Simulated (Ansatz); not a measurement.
System: AlB2-type ZrB2. Method: PBE0 in Ansatz (PAW).

Run with plane-wave cutoff 460 eV, 12×12×8 k mesh (along the axes of the cell as run), Fermi–Dirac smearing 0.05 eV, scalar-relativistic PAW data made under PBE.

Computed at the level's own relaxed cell.

Q: Predict the lattice constant a and c axis length.

A: 
* **lattice constant a**: 3.158 Å
* **c axis length**: 3.525 Å

Measured, for comparison: lattice constant a 3.17 Å, lattice parameter c 3.532 Å (room temperature, no zero-point or thermal correction; as tabulated in Zhang et al. (2020), arXiv:1911.03307). Computed (rounded) less measured: lattice constant a -0.4 %, lattice parameter c -0.2 %. A static lattice is as a rule a little smaller and stiffer than an uncorrected measurement, which narrows the difference in the lattice constant a and would widen misses of the other sign.

The computed numbers hold no vibrational or temperature effects.

Computing time: around 50 core-minutes (rough).

Ansatz is a program for electronic structure.
